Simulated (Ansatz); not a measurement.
Calculation: PBE (plane waves to 420 eV, PAW; Ansatz, an electronic-structure program).

Electrostatic potential energy of an electron, averaged over planes parallel to the surface, in eV from the Fermi level, for a constructed model of the (110) surface of bcc Mo, a layer of Rh in place of the second plane (bottom of the slab: a bare face, its two planes held):

```tsv
z (Å)	V (eV)
4.01	4.66
4.30	4.65
4.58	4.65
4.87	4.64
5.16	4.62
5.44	4.57
5.73	4.49
6.02	4.32
6.30	4.00
6.59	3.37
6.88	2.15
7.16	-0.24
7.45	-5.59
7.73	-14.14
8.02	-21.31
8.31	-22.94
8.59	-18.15
8.88	-9.71
9.17	-3.20
9.45	-2.39
9.74	-7.50
10.03	-16.15
10.31	-22.56
10.60	-22.89
10.89	-16.95
11.17	-8.31
11.46	-2.74
11.74	-3.02
12.03	-9.09
12.32	-17.68
12.60	-23.09
12.89	-22.10
13.18	-15.26
13.46	-6.80
13.75	-2.45
14.04	-4.25
14.32	-11.58
14.61	-19.75
14.90	-23.48
15.18	-20.63
15.47	-12.81
15.76	-4.86
16.04	-1.77
16.33	-5.03
16.61	-13.80
16.90	-21.16
17.19	-22.20
17.47	-16.35
17.76	-7.29
18.05	-2.28
18.33	-4.44
18.62	-11.97
18.91	-19.91
19.19	-23.21
19.48	-19.94
19.77	-11.90
20.05	-3.75
20.34	0.73
20.62	2.79
20.91	3.86
21.20	4.41
21.48	4.70
21.77	4.84
22.06	4.92
22.34	4.95
22.63	4.97
22.92	4.98
23.20	4.99
23.49	4.99
```

Slab: 6 atoms, 11.0 Å thick at the start with caps and adatoms (thin: gaps and levels are the slab's own); k 14x14x1, smearing 0.1 eV, dipole-corrected; 2 atoms held, the rest relaxed; symmetry of the start imposed; no spin, no spin-orbit, no U. In PBE it lies 0.18 eV a 1x1 cell over the lowest computed structure of the same composition (a layer of Rh in place of the third plane).

Question: The surface cell has an area of 7.06 Å². What dipole along the normal does the step between the two vacuum levels imply?

Answer: the top vacuum level lies 0.33 eV above the bottom one; p = −ε₀ A ΔV (ε₀ = 0.005526 e/(V·Å)) gives -0.01 e·Å a cell.
